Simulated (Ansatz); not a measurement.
LuAu₂ (I4/mmm, No. 139; cell taken from a computed entry), treated with PBEsol (plane waves, PAW; Ansatz, an electronic-structure program).

Run with plane-wave cutoff 520 eV, 22×22×22 k mesh, Fermi–Dirac smearing 0.05 eV, scalar-relativistic PAW data made under PBE.

Cell (relaxed at this level):

Au$_{2}$Lu is taken in the tetragonal space group I4/mmm (No. 139), Pearson symbol tI6. Cell: a = b = 3.615 Å, c = 8.844 Å, α = β = γ = 90.00°. Lu on 2a is coordinated by 10 Au at 2.945–2.961 Å and 4 Lu at 3.615 Å. Au on 4e sees 5 Au at 2.922–2.964 Å and 5 Lu at 2.945–2.961 Å. (Neighbours: up to the widest gap in distance over summed covalent radii, below 1.35, at either atom.)
(The calculation used a cell of 3 atoms; values per cell refer to that cell.)

Q: Predict the bulk modulus B0.

A: 
- bulk modulus B0: 126 GPa

The run finds no gap.

Note: the bulk modulus is −V dP/dV from two relaxed cells at ±2 % in volume; the relaxation could not lower the start's symmetry, so the cell can be a saddle point above a distorted one.

Spin–orbit coupling is not included; it can shift volumes and moduli of such heavy elements.

The computed numbers hold no vibrational or temperature effects.

Computing time: about 16 core-minutes (a rough figure).
